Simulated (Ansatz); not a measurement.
We consider MoS2 (model structure, started from the fluorite type, Fm-3m, No. 225, 3 atoms in the cell), described by PBEsol in Ansatz (plane waves, PAW).

Run with plane-wave cutoff 520 eV, 16×16×16 k mesh, Fermi–Dirac smearing 0.05 eV, no spin polarisation, scalar-relativistic PAW data made under PBE.

Cell (relaxed at this level):

```cif
data_Mo4S8
_chemical_formula_sum 'Mo4 S8'
_space_group_name_H-M_alt 'Fm-3m'
_space_group_IT_number 225
_space_group_name_Hall '-F 4 2 3'
_cell_length_a 5.79620
_cell_length_b 5.79620
_cell_length_c 5.79620
_cell_angle_alpha 90.000
_cell_angle_beta 90.000
_cell_angle_gamma 90.000
loop_
_atom_site_label
_atom_site_type_symbol
_atom_site_symmetry_multiplicity
_atom_site_Wyckoff_symbol
_atom_site_fract_x
_atom_site_fract_y
_atom_site_fract_z
_atom_site_occupancy
Mo1 Mo 4 a 0.00000 0.00000 0.00000 1
S1 S 8 c 0.25000 0.25000 0.25000 1
```
(The calculation used a cell of 3 atoms; values per cell refer to that cell.)

Task: What does this level give for the bulk modulus?

Result: 
* **bulk modulus**: 154 GPa

Note: the run has no spin polarisation, so it can have missed a magnetic state; the bulk modulus is −V dP/dV from two relaxed cells at ±2 % in volume; the relaxation could raise the start's symmetry but not lower it, so the cell can be a saddle point.

Static lattice: no zero-point or thermal effects.

A model structure was made by putting elements into a prototype or built by hand; it is no filed structure, need not be a known phase, and can be a saddle point held by its symmetry.

Ansatz is an electronic-structure program.
